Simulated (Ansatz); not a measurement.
Base system: KI in the rock salt structure (space group Fm-3m, No. 225; a = 7.1824 Å).

Method: Kohn–Sham DFT with the PBE functional, run in Ansatz (an electronic-structure program) with PAW and 420 eV plane waves, spin-orbit coupling left out.

Strains are applied to the cell and any free atomic positions relax.

One change was made to it. Results:

The electron mass becomes 0.35 mₑ (at Γ) (base: 0.34 mₑ (at Γ)); the band gap falls by 0.16 eV to 3.70 eV; the gap character remains direct at Γ.

What was done to the base?
A) isotropic strain −0.50 %
B) isotropic strain −1.00 %
C) isotropic strain +2.50 %
D) isotropic strain +1.00 %

C, isotropic strain +2.50 %. For comparison, the band gap in the other runs: isotropic strain +1.00 % gives 3.79 eV; isotropic strain −1.00 % gives 3.92 eV; isotropic strain −0.50 % gives 3.89 eV.

With I present, leaving out spin-orbit coupling can change the band edges. Effective masses come from finite differences of ±0.01 Å⁻¹. No phonon test of stability was made.
